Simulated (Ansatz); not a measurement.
Start from WC (space group P-6m2, No. 187; relaxed with 0.1 eV smearing).

```cif
data_CW
_chemical_formula_sum 'W1 C1'
_space_group_name_H-M_alt 'P-6m2'
_space_group_IT_number 187
_space_group_name_Hall 'P -6 2'
_cell_length_a 2.88431
_cell_length_b 2.88431
_cell_length_c 2.81153
_cell_angle_alpha 90.000
_cell_angle_beta 90.000
_cell_angle_gamma 120.000
loop_
_atom_site_label
_atom_site_type_symbol
_atom_site_symmetry_multiplicity
_atom_site_Wyckoff_symbol
_atom_site_fract_x
_atom_site_fract_y
_atom_site_fract_z
_atom_site_occupancy
W1 W 1 a 0.00000 0.00000 0.00000 1
C1 C 1 d 0.33333 0.66667 0.50000 1
```

Method: Ansatz (a first-principles code) LDA, no spin-orbit coupling.

Base values:

```
Property   Result
--------  -------
Pressure  0.0 GPa
Band gap     zero
```

Now apply this change: every lattice vector is shortened by 0.50 %, atoms relaxed at fixed cell.

**Question.** What happens to the energy relative to the base, pressure and band gap?

**Answer.** The energy goes up by 3.1 meV/atom; the pressure (mean of the normal stresses, compression positive) goes from zero to 6.6 GPa; the band gap is still zero.

The cells carry an imposed strain or load. Stability against distortions was not tested. The final runs are not spin-polarised.
